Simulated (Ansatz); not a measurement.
Results of r²SCAN (PAW; Ansatz, a quantum-chemistry and plane-wave program) for In₂O₃ (model structure, started from the Al2S3 type, C2/c, No. 15, 10 atoms in the cell).

Numerical settings: plane-wave cutoff 560 eV, 8×8×6 k mesh (along the axes of the cell as run), Fermi–Dirac smearing 0.01 eV, scalar-relativistic PAW data made under PBE.

Cell (relaxed at this level):

```
In2O3
1.0
    5.85301    -3.30568     0.05742
    5.85301     3.30568     0.05742
   -3.75092     0.00000     4.52118
In O
4 6
Cartesian
  4.96796  -2.62752   1.89126
  6.84342   2.62752  -0.36933
  6.86717   0.67816   2.09919
  4.99171  -0.67816   4.35978
 -1.17425   0.62691   3.96320
  0.70121  -0.62691   1.70261
  6.96860   0.26804   4.28454
  8.84406  -0.26804   2.02395
  3.40545   0.62691   4.49101
  5.28091  -0.62691   2.23042
```

Q: What does this level give for the band gap and smallest direct gap on the k points sampled?

A: 
* **band gap**: 1.74 eV
* **smallest direct gap on the k points sampled**: 1.76 eV

Note: the relaxation could raise the start's symmetry but not lower it, so the cell can be a saddle point.

Spin–orbit coupling is not included.

Computed values are for the static lattice.

It cost about 5 core-minutes (a rough figure) of CPU time.

A model structure was made by putting elements into a prototype or built by hand; it is no filed structure, need not be a known phase, and can be a saddle point held by its symmetry.
